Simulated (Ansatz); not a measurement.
The starting structures come from a database of crystals and need not be the phases stable at ambient conditions.

Given:

```
CELL_PARAMETERS angstrom
      3.91054     0.00000     0.00000
      1.95527     3.44538     0.00000
      0.00000     2.26856     4.56327
ATOMIC_POSITIONS crystal
  Mg 0.50000 0.00000 0.50000
  S  0.91991 0.16018 0.77219
  S  0.08009 0.83982 0.22781
```

Space group of this cell: C2/m. The cell is taken as given.

Transport runs along the normal of the first two printed cell vectors.

The gap is the functional's own. No spin-orbit coupling. Mid-gap values are interpolated on the energy grid.

Task: Give the band gap and the smallest decay constant κ at mid-gap that PBEsol in Ansatz (an electronic-structure program) yields.

Result: Gap 0.83 eV on a 10×10×8 mesh; κ = 0.144 1/Å, at the zone centre.
